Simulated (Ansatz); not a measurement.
Partial pair distribution functions of a relaxed model of amorphous In9Ga9Zn9O39Mo, broadened by 0.06 Å; density 5.79 g/cm³. All values below come from PBE, scalar-relativistic without spin-orbit coupling (plane waves to 420 eV, PAW; Ansatz, an electronic-structure program).

Preparation: random packing, a CHGNet melt and quench, and a DFT relaxation. O atoms were pushed apart under 1.9 Å during the dynamics, to hinder bonds among them. The hot cell started wider than the set density and was brought back towards it in steps. It is the lowest in DFT energy of 2 quenches. It is a model cell: composition and starting density were chosen by hand, and all elements were melted together. No dispersion term was used. Its density started from a set value of 5.79 and ended at 5.79 g/cm³. Cooling (nominally 260 K/ps over its main leg) ran many orders faster than in experiment, which tends to leave more defects and strain. A cell of this size samples the disorder only roughly. The volume was held where the preparation left it and the shape relaxed, at a PBE pressure of 2.2 GPa. Stress components on the final sampling reach 2.3 GPa.

```json
[
 {"r (Å)": "1.60", "g In-O": "0.00", "g Ga-O": "0.00", "g In-In": "0.00", "g Ga-Ga": "0.00"},
 {"r (Å)": "1.70", "g In-O": "0.00", "g Ga-O": "0.34", "g In-In": "0.00", "g Ga-Ga": "0.00"},
 {"r (Å)": "1.80", "g In-O": "0.00", "g Ga-O": "5.07", "g In-In": "0.00", "g Ga-Ga": "0.00"},
 {"r (Å)": "1.90", "g In-O": "0.03", "g Ga-O": "8.65", "g In-In": "0.00", "g Ga-Ga": "0.00"},
 {"r (Å)": "2.00", "g In-O": "1.16", "g Ga-O": "4.54", "g In-In": "0.00", "g Ga-Ga": "0.00"},
 {"r (Å)": "2.10", "g In-O": "6.25", "g Ga-O": "1.59", "g In-In": "0.00", "g Ga-Ga": "0.00"},
 {"r (Å)": "2.20", "g In-O": "8.21", "g Ga-O": "0.57", "g In-In": "0.00", "g Ga-Ga": "0.00"},
 {"r (Å)": "2.30", "g In-O": "3.57", "g Ga-O": "0.10", "g In-In": "0.00", "g Ga-Ga": "0.00"},
 {"r (Å)": "2.40", "g In-O": "0.60", "g Ga-O": "0.00", "g In-In": "0.00", "g Ga-Ga": "0.00"},
 {"r (Å)": "2.50", "g In-O": "0.03", "g Ga-O": "0.00", "g In-In": "0.00", "g Ga-Ga": "0.00"},
 {"r (Å)": "2.60", "g In-O": "0.11", "g Ga-O": "0.12", "g In-In": "0.00", "g Ga-Ga": "0.00"},
 {"r (Å)": "2.70", "g In-O": "0.16", "g Ga-O": "0.35", "g In-In": "0.00", "g Ga-Ga": "0.00"},
 {"r (Å)": "2.80", "g In-O": "0.15", "g Ga-O": "0.28", "g In-In": "0.10", "g Ga-Ga": "0.18"},
 {"r (Å)": "2.90", "g In-O": "0.18", "g Ga-O": "0.28", "g In-In": "1.07", "g Ga-Ga": "1.45"},
 {"r (Å)": "3.00", "g In-O": "0.24", "g Ga-O": "0.31", "g In-In": "0.85", "g Ga-Ga": "3.38"},
 {"r (Å)": "3.10", "g In-O": "0.10", "g Ga-O": "0.40", "g In-In": "1.48", "g Ga-Ga": "3.64"},
 {"r (Å)": "3.20", "g In-O": "0.05", "g Ga-O": "0.90", "g In-In": "2.64", "g Ga-Ga": "2.21"},
 {"r (Å)": "3.30", "g In-O": "0.22", "g Ga-O": "1.07", "g In-In": "2.35", "g Ga-Ga": "2.64"},
 {"r (Å)": "3.40", "g In-O": "0.37", "g Ga-O": "0.75", "g In-In": "2.11", "g Ga-Ga": "2.97"},
 {"r (Å)": "3.50", "g In-O": "0.70", "g Ga-O": "0.77", "g In-In": "1.91", "g Ga-Ga": "2.39"},
 {"r (Å)": "3.60", "g In-O": "0.85", "g Ga-O": "1.09", "g In-In": "1.64", "g Ga-Ga": "1.91"},
 {"r (Å)": "3.70", "g In-O": "1.21", "g Ga-O": "0.95", "g In-In": "3.09", "g Ga-Ga": "1.13"},
 {"r (Å)": "3.80", "g In-O": "1.04", "g Ga-O": "0.91", "g In-In": "3.38", "g Ga-Ga": "0.94"},
 {"r (Å)": "3.90", "g In-O": "0.87", "g Ga-O": "1.04", "g In-In": "3.06", "g Ga-Ga": "0.18"},
 {"r (Å)": "4.00", "g In-O": "0.76", "g Ga-O": "1.14", "g In-In": "3.58", "g Ga-Ga": "0.00"},
 {"r (Å)": "4.10", "g In-O": "1.09", "g Ga-O": "1.01", "g In-In": "1.85", "g Ga-Ga": "0.00"},
 {"r (Å)": "4.20", "g In-O": "1.08", "g Ga-O": "1.10", "g In-In": "0.29", "g Ga-Ga": "0.21"},
 {"r (Å)": "4.30", "g In-O": "1.11", "g Ga-O": "1.42", "g In-In": "0.00", "g Ga-Ga": "0.59"},
 {"r (Å)": "4.40", "g In-O": "1.34", "g Ga-O": "1.24", "g In-In": "0.00", "g Ga-Ga": "0.11"},
 {"r (Å)": "4.50", "g In-O": "1.40", "g Ga-O": "1.45", "g In-In": "0.01", "g Ga-Ga": "0.00"}
]
```

Within 2.50 Å each In has 5.44 O neighbours on average.
